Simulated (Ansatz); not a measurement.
Data:

```yaml
crystal:
  lattice:
    - [-1.60638, 1.60638, 3.91519]
    - [1.60638, -1.60638, 3.91519]
    - [1.60638, 1.60638, -3.91519]
  atoms:
    - { symbol: Si, position: [0.66573, 0.66573, 0.00000] }
    - { symbol: Si, position: [0.33427, 0.33427, 0.00000] }
    - { symbol: W, position: [0.00000, 0.00000, 0.00000] }
```

No spin polarisation.

All numbers come from PBE, PAW, 420 eV (Ansatz, a program for electronic structure; no spin-orbit coupling). Settings: 25×25×25 k-points, 0.1 eV Fermi–Dirac smearing.

Q: Predict the band gap, pressure and space group.

A: The band gap is zero. The pressure (mean of the normal stresses, compression positive) is 3.4 GPa and the space group is I4/mmm (No. 139).

The cells carry an imposed strain or load. Whether these cells are dynamically stable was not tested. The final runs are not spin-polarised. The cell was made from WSi$_{2}$ (space group I4/mmm, No. 139) by this change: isotropic strain −0.50 %.
